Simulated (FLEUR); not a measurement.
A self-consistent single point of GaCuGeSe4 (I-4, 7 atoms in the cell) with FLEUR.

Computed with PBEsol, all-electron FLAPW (FLEUR), scalar-relativistic valence in FLEUR.

The change in words: lattice scaled by 0.98. Reference geometry:
```
CELL_PARAMETERS angstrom
     -2.75320     2.75320     5.40529
      2.75320    -2.75320     5.40529
      2.75320     2.75320    -5.40529
ATOMIC_POSITIONS crystal
  Ga 0.50000 0.50000 0.00000
  Cu 0.25000 0.75000 0.50000
  Ge 0.75000 0.25000 0.50000
  Se 0.11400 0.11832 0.47142
  Se 0.88168 0.35310 0.99568
  Se 0.64690 0.64258 0.52858
  Se 0.35742 0.88600 0.00432
```

Reference input (self-consistent single point, DFT, PBEsol, all-electron FLAPW (FLEUR), scalar-relativistic valence): Kmax = 3.8 1/bohr; GmaxXC = 11.4 1/bohr; xcFunctional = PBEs; jspins = 1; l_soc = F; mode = hist; fermiSmearingEnergy = 0.0001 Htr; mesh (inpgen div1-3) = 3 3 3; inpgen gamma flag = false; Gmax = 11.4 1/bohr; numbands = 0; maxIterBroyd = 40. This run's input differs from it in these lines:

```diff
@@ -3,5 +3,5 @@
 &input film=f /
--5.2027939663 5.2027939663 10.2145177242
-5.2027939663 -5.2027939663 10.2145177242
-5.2027939663 5.2027939663 -10.2145177242
+-5.0987380870 5.0987380870 10.0102269917
+5.0987380870 -5.0987380870 10.0102269917
+5.0987380870 5.0987380870 -10.0102269917
 1.0
@@ -49,5 +49,5 @@
          <bravaisMatrix>
-            <row-1>   -5.2027939662999998     5.2027939662999998    10.2145177242000003</row-1>
-            <row-2>    5.2027939662999998    -5.2027939662999998    10.2145177242000003</row-2>
-            <row-3>    5.2027939662999998     5.2027939662999998   -10.2145177242000003</row-3>
+            <row-1>   -5.0987380870000001     5.0987380870000001    10.0102269916999997</row-1>
+            <row-2>    5.0987380870000001    -5.0987380870000001    10.0102269916999997</row-2>
+            <row-3>    5.0987380870000001     5.0987380870000001   -10.0102269916999997</row-3>
          </bravaisMatrix>
```

Log, with long lists cut:

```
 Iteration:     1   Distance:      12.90153647 me/bohr^3
 Iteration:     2   Distance:       7.82786092 me/bohr^3
 Iteration:     3   Distance:       5.30678967 me/bohr^3
 Iteration:     4   Distance:       6.00622256 me/bohr^3
 Iteration:     5   Distance:       2.39761772 me/bohr^3
   [... 11 lines left out ...]
 Iteration:    17   Distance:       0.00008146 me/bohr^3
 Iteration:    18   Distance:       0.00009147 me/bohr^3
 Iteration:    19   Distance:       0.00001311 me/bohr^3
 Iteration:    20   Distance:       0.00000600 me/bohr^3
 Reset of history
 Run finished successfully
 Stop message:
   Structural relaxation: new displacements generated

[file out, last iteration]
             iter=     21
[...]
          total density-effective poten   -2.4642743155E+04
          total charge density-energy d   -5.6433542327E+02
 Updated energy parameters for spin:           1
[...]
 fermi energy and band-weighting factors:
   [... 7 lines left out ...]

[...]
FERMIE:
          first approx. to ef    (T=0)  :   0.202223 htr   (energy of the highest occ. eigenvalue)
          number of occ. states  (T=0)  :        306
          first approx. to seigv (T=0)  : -71.917804 htr
          sum of weights of occ. states :  51.000000
          sum of semicore charge        :   0.000000 e
FERHIS:  Fermi-Energy by histogram:
          bandgap                     :   0.038185 htr
   [... lines left out ...]
          charge neutrality (T=0)     :   0.000000    (zero if the highest occ. eigenvalue is "entirely" occupied)
 Direct bandgap for spin            1 :    3.8184676084453750E-002  Htr
 ---->    free energy=                    -15408.3481259729 htr
   [... lines left out ...]
 TOTAL FORCE FOR ATOM TYPE=  2  X=  0.000   Y=  5.099   Z= -5.005
                       FX_TOT= 0.000000 FY_TOT= 0.000000 FZ_TOT= 0.000000
 TOTAL FORCE FOR ATOM TYPE=  3  X=  5.099   Y=  0.000   Z= -5.005
                       FX_TOT= 0.000000 FY_TOT= 0.000000 FZ_TOT= 0.000000
 TOTAL FORCE FOR ATOM TYPE=  4  X=  2.426   Y=  2.382   Z= -2.393
                       FX_TOT=-0.010471 FY_TOT=-0.002003 FZ_TOT= 0.005725
```

The run converged in 20 iterations. FLEUR gives forces in its relaxation mode, with a further iteration, so its stop message speaks of a relaxation. Against the reference run the free energy rises by 15.3 meV/atom and the gap on the mesh goes from 0.786 to 1.039 eV.

The starting cell comes from a database of computed structures (which also holds hypothetical and non-ambient phases and stackings), without a prior relaxation at this level. For this run, on top of that: lattice scaled by 0.98. Values depend on the basis (sphere radii, cutoffs, local orbitals), which need not be converged.

Cost on one core of a shared machine: roughly 4 min.
